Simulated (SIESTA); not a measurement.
# Short convergence ladders for CdHgSe₂ (R3m, 4 atoms in the cell)

```xyz
4
Lattice="2.1704 1.2531 7.0811 -2.1704 1.2531 7.0811 0.0000 -2.5062 7.0811" Properties=species:S:1:pos:R:3 pbc="T T T"
Cd     0.0000     0.0000    10.6786
Hg     0.0000     0.0000    21.2400
Se     0.0000     0.0000    18.5708
Se     0.0000     0.0000     7.9789
```

Base method: GGA PBEsol, numerical atomic orbitals DZP, PseudoDojo PBEsol standard norm-conserving potentials (rewritten from UPF to PSML) (SIESTA).

Base settings: XC.functional = GGA; XC.authors = PBEsol; potentials = PseudoDojo PBEsol standard; PAO.BasisSize = DZP; PAO.EnergyShift = 0.01 Ry; MeshCutoff = 400 Ry; kgrid.MonkhorstPack = 4 4 4; OccupationFunction = MP; OccupationMPOrder = 0; ElectronicTemperature = 1160.45 K.

Core times come from one kind of shared machine, to one figure; runs under 30 s give none.

**The k-point mesh**

The second cell is the first with its lattice scaled by 0.98.

Only quantities that move along the ladder and can be compared are tabulated.

| kgrid.MonkhorstPack | free energy less the last step's (meV/atom) | energy of the compressed cell less the first (meV/atom) | pressure (GPa) | largest difference of a force vector from the last step's (eV/Å) | core time / last (rough) |
|---|---|---|---|---|---|
| 2 2 2 | 304.50 | 16.59 | -0.39 | 0.413 | 0.9 |
| 4 4 4 | 14.16 | -6.56 | -2.59 | 0.030 | 1.0 |
| 5 5 5 | 4.36 | -7.61 | -2.69 | 0.010 | 1.0 |
| 6 6 6 | 1.57 | -7.90 | -2.72 | 0.004 | 1 |
| 8 8 8 | 0.25 | -8.03 | -2.73 | 0.001 | 0.9 |
| 10 10 10 | 0.00 | -8.05 | -2.73 | 0.000 | 1 |

Coarsest kgrid.MonkhorstPack that holds the forces within 0.02 eV/Å of the last step, with all finer ones: 5 5 5; the step before is off by 0.030 eV/Å.

Coarsest kgrid.MonkhorstPack that holds the free energy within 5 meV/atom of the last step, with all finer ones: 5 5 5; the step before is off by 14 meV/atom.

Coarsest kgrid.MonkhorstPack that holds the pressure within 0.1 GPa of the last step, with all finer ones: 5 5 5; the step before is off by 0.14 GPa.

The energy difference between the two cells stays within 1 meV/atom of the last step's from 5 5 5 on, the total only from 8 8 8 on: much of the error is common to both cells and cancels.

**The k-point mesh at a smearing width of 0.05 eV**

In this ladder: ElectronicTemperature = 580.23 K.

The second cell is the first with its lattice scaled by 0.98.

Only quantities that move along the ladder and can be compared are tabulated.

| kgrid.MonkhorstPack | free energy less the last step's (meV/atom) | energy of the compressed cell less the first (meV/atom) | pressure (GPa) | largest difference of a force vector from the last step's (eV/Å) | gap on the mesh (eV) | core time / last (rough) |
|---|---|---|---|---|---|---|
| 3 3 3 | 57.86 | -2.84 | -2.23 | 0.093 | 0.048 | 0.8 |
| 5 5 5 | 4.55 | -7.69 | -2.70 | 0.007 | 0.071 | 1 |
| 6 6 6 | 1.71 | -7.95 | -2.72 | 0.002 | 0.074 | 1 |
| 8 8 8 | 0.34 | -8.05 | -2.73 | 0.000 | 0.076 | 0.9 |
| 12 12 12 | 0.00 | -8.06 | -2.73 | 0.000 | 0.077 | 1 |

Coarsest kgrid.MonkhorstPack that holds the energy of the compressed cell less the first within 0.5 meV/atom of the last step, with all finer ones: 5 5 5; the step before is off by 5.2 meV/atom.

Coarsest kgrid.MonkhorstPack that holds the forces within 0.005 eV/Å of the last step, with all finer ones: 6 6 6; the step before is off by 0.007 eV/Å.

Coarsest kgrid.MonkhorstPack that holds the free energy within 5 meV/atom of the last step, with all finer ones: 5 5 5; the step before is off by 58 meV/atom.

The energy difference between the two cells stays within 1 meV/atom of the last step's from 5 5 5 on, the total only from 8 8 8 on: much of the error is common to both cells and cancels.

**The SCF threshold**

In this ladder: SCF.DM.Tolerance = default; SCF.DM.Converge = false; SCF.H.Converge = false; SCF.FreeE.Converge = true.

The mesh stays at the base's, so the ladder's end is converged at best in this setting alone.

Only quantities that move along the ladder and can be compared are tabulated.

| SCF.FreeE.Tolerance | free energy less the last step's (meV/atom) | pressure (GPa) | largest difference of a force vector from the last step's (eV/Å) | gap on the mesh (eV) | core time / last (rough) |
|---|---|---|---|---|---|
| 1.0E-01 eV | 0.98 | -2.50 | 0.059 | 0.096 | 0.5 |
| 1.0E-03 eV | 0.01 | -2.62 | 0.004 | 0.073 | 0.5 |
| 1.0E-05 eV | 0.00 | -2.59 | 0.001 | 0.068 | 0.3 |
| 1.0E-12 eV | 0.00 | -2.59 | 0.000 | 0.068 | 1 |

Coarsest SCF.FreeE.Tolerance that holds the free energy within 0.5 meV/atom of the last step, with all finer ones: 1.0E-03 eV; the step before is off by 0.98 meV/atom.

Coarsest SCF.FreeE.Tolerance that holds the gap on the mesh within 0.01 eV of the last step, with all finer ones: 1.0E-03 eV; the step before is off by 0.027 eV.

Coarsest SCF.FreeE.Tolerance that holds the forces within 0.02 eV/Å of the last step, with all finer ones: 1.0E-03 eV; the step before is off by 0.059 eV/Å.

On the base run: the starting cell comes from a database of computed structures (which also holds hypothetical and non-ambient phases and stackings), without a prior relaxation at this level. Its lattice was rescaled by up to half a per cent. One atom was moved a little off its site on purpose. Spin-orbit coupling is off. Values carry the incompleteness of an atom-centred basis.
